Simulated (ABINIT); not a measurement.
Input and output of a self-consistent single point for InSb (Fm-3m, 2 atoms in the cell) (ABINIT).

Method: PBEsol, norm-conserving pseudopotentials (PseudoDojo nc-sr-04 PBEsol standard) (plane waves; ABINIT 10.0.3).

```
CELL_PARAMETERS angstrom
      0.00000     3.07351     3.07351
      3.07351     0.00000     3.07351
      3.07351     3.07351     0.00000
ATOMIC_POSITIONS crystal
  In 0.00000 0.00000 0.00000
  Sb 0.50000 0.50000 0.50000
```

Reference input (self-consistent single point, DFT, PBEsol, plane waves, norm-conserving pseudopotentials (PseudoDojo nc-sr-04 PBEsol standard)): pseudos = [In.upf, Sb.upf]; ecut = 80 Ry; occopt = 7; tsmear = 0.00183747 Ha; ngkpt = 6 6 6; nshiftk = 1; shiftk = 0 0 0; potentials = PseudoDojo nc-sr-04 PBEsol standard; nband = 19; kptopt = 1; nstep = 50; tolvrs = 1e-11. This run's input differs from it in these lines:

```diff
@@ -20,3 +20,3 @@
 kptopt 1
-ngkpt 6 6 6
+ngkpt 12 12 12
 nshiftk 1
```

Output, abridged:

```
--- !BeginCycle
solver: {iscf: 7, nstep: 50, nline: 4, wfoptalg: 0, }
tolerances: {tolvrs: 1.00E-11, }
...

     iter   Etot(hartree)      deltaE(h)  residm     vres2
 ETOT  1  -156.13387750892    -1.561E+02 9.079E-01 1.274E+02
 ETOT  2  -157.04415508388    -9.103E-01 6.206E-02 9.507E+01
 ETOT  3  -157.05736039026    -1.321E-02 8.102E-03 7.992E+00
 ETOT  4  -157.05853608023    -1.176E-03 7.992E-03 1.047E-02
 ETOT  5  -157.05853869304    -2.613E-06 1.294E-03 4.535E-03
   [... 3 lines left out ...]
 ETOT  9  -157.05853942125    -1.767E-10 2.749E-04 1.998E-09
 ETOT 10  -157.05853942125    -7.788E-12 4.385E-04 4.307E-10
 ETOT 11  -157.05853942125     2.331E-12 1.973E-04 2.148E-11
 ETOT 12  -157.05853942126    -6.992E-12 2.904E-04 7.944E-13
 At SCF step   12       vres2   =  7.94E-13 < tolvrs=  1.00E-11 =>converged.

 Cartesian components of stress tensor (hartree/bohr^3)
  sigma(1 1)=  9.21650523E-05  sigma(3 2)=  0.00000000E+00
  sigma(2 2)=  9.21650523E-05  sigma(3 1)=  0.00000000E+00
  sigma(3 3)=  9.21650523E-05  sigma(2 1)=  0.00000000E+00

 ----iterations are completed or convergence reached----

 reduced coordinates (array xred) for    2 atoms
       0.000000000000      0.000000000000      0.000000000000
       0.500000000000      0.500000000000      0.500000000000
 cartesian forces (eV/Angstrom) at end:
    1     -0.00000000000000    -0.00000000000000    -0.00000000000000
    2     -0.00000000000000    -0.00000000000000    -0.00000000000000
 frms,max,avg= 0.0000000E+00 0.0000000E+00   0.000E+00  0.000E+00  0.000E+00 e/A
   [... lines left out ...]
 Fermi (or HOMO) energy (hartree) =   0.14149   Average Vxc (hartree)=  -0.37960
   [... lines left out ...]
total_energy        : -1.57058539421259E+02
total_energy_eV     : -4.27378020468282E+03
band_energy         : -1.30575882000253E+01
...

-Cartesian components of stress tensor (GPa)         [Pressure= -2.7116E+00 GPa]
- sigma(1 1)=  2.71158900E+00  sigma(3 2)=  0.00000000E+00
- sigma(2 2)=  2.71158900E+00  sigma(3 1)=  0.00000000E+00
- sigma(3 3)=  2.71158900E+00  sigma(2 1)=  0.00000000E+00

 Calculation completed.
```

The run converged in 12 iterations. Against the reference run the free energy drops by 5.2 meV/atom and the pressure hardly changes (-2.74 to -2.71 GPa).

The starting cell comes from a database of computed structures (which also holds hypothetical and non-ambient phases and stackings), without a prior relaxation at this level. The run gives no clean gap (levels at the Fermi energy touch, overlap or are partly filled at this smearing), which alone does not show that the compound is a metal.

Cost on one core of a shared machine: roughly 6 min.
